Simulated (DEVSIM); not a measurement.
System: Si p-i-n diode, at 350 K.

Layer 1 from the left is Si, thickness (μm) 0.450, Na (cm⁻³) 1.5e18, τn (s) 4.4e-6, τp (s) 4.4e-6. Layer 2 from the left is Si, thickness (μm) 34.0, Nd (cm⁻³) 6.7e13, τn (s) 4.4e-6, τp (s) 4.4e-6. Layer 3 from the left is Si, thickness (μm) 0.220, Nd (cm⁻³) 3.5e17, τn (s) 4.4e-6, τp (s) 1.3e-6.

Left contact: ohmic. Right contact: ohmic. Voltage is applied to the left contact. Recombination: SRH at mid-gap, radiative. Mobility is constant in doping.

The device is made up for the run: typed textbook-type constants, with dimensions and the other settings drawn at random. Values at 300 K; Nc and Nv go as T^1.5, mobilities as T to minus their exponent, the gap by Varshni's rule with the affinity fixed.

Si: gap (eV) 1.124, affinity (eV) 4.05, permittivity 11.7, Nc (cm⁻³) 2.86e19, Nv (cm⁻³) 3.1e19, μn (cm²/Vs) 1417, μp (cm²/Vs) 470, T exponent of μn 2.3, T exponent of μp 2.2, B (cm³/s) 4.7e-15, Varshni α (eV/K) 0.000473, Varshni β (K) 636.

Simulated with DEVSIM: 1D drift-diffusion, Boltzmann statistics, complete ionisation; no tunnelling, impact ionisation, image-force lowering or self-heating.

Problem. What does the simulation give for the potential step across the device at zero bias, the dark forward voltage at 100 A/cm², the dark forward voltage at 1 A/cm²?

Solution. potential step across the device at zero bias 0.873 V; dark forward voltage at 100 A/cm² 0.747 V; dark forward voltage at 1 A/cm² 0.526 V.
